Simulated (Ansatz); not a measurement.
The parent structure is Zr in the hcp (Mg type) structure (space group P6_3/mmc, No. 194; a = 3.244 Å, c = 5.158 Å; relaxed with 0.1 eV smearing). Axes: x lies along a and z along c of the hexagonal cell.

Calculations: r2SCAN/PAW in Ansatz (a first-principles code), no spin-orbit coupling.

For the base:

```
Quantity            Value
---------------  --------
Volume per atom  23.51 Å³
Band gap             zero
```

The change: biaxial strain −2.00 %, plane normal [001], relaxed out of plane (Cartesian); in-plane vectors clamped, the third vector and the atoms free.

### Question
How does this affect the volume per atom?

### Answer
The volume per atom falls by 0.57 Å³ to 22.94 Å³.

### Question
Estimate the effect on the in-plane stress.

### Answer
The mean in-plane stress (compression positive) is +3.4 GPa.

### Question
What does the calculation give for the band gap after the change?

### Answer
The band gap remains zero.

Whether these cells are dynamically stable was not tested. The final runs are not spin-polarised.
